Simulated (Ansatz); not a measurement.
Cells marked so need not be the phases stable at ambient conditions, and some may be hypothetical.

 Where the default PAW files enter, the runs use the earlier of Ansatz's two default sets.

The gap is the functional's own, uncorrected, and κ follows it; spin-orbit coupling is left out. Mid-gap values are interpolated between the computed energies.

A. PbClF (P4/nmm, not sure to be the ambient phase, 6 atoms a cell, 20.4 Å³ an atom, -2 GPa at this level), along the normal of (110)
B. HgSe (P3_221, not sure to be the ambient phase, 6 atoms a cell, 25.8 Å³ an atom), along the normal of (100)
C. AlPO4 (P3_121, not sure to be the ambient phase, 18 atoms a cell, 12.9 Å³ an atom, 4 GPa at this level), along the normal of (001)

**Question.** Rank these by mid-gap decay constant of the slowest evanescent state (lowest first), as PBEsol (Ansatz, a first-principles code) gives it.

**Answer.** B (0.13 1/Å), A (0.26 1/Å), C (0.50 1/Å)
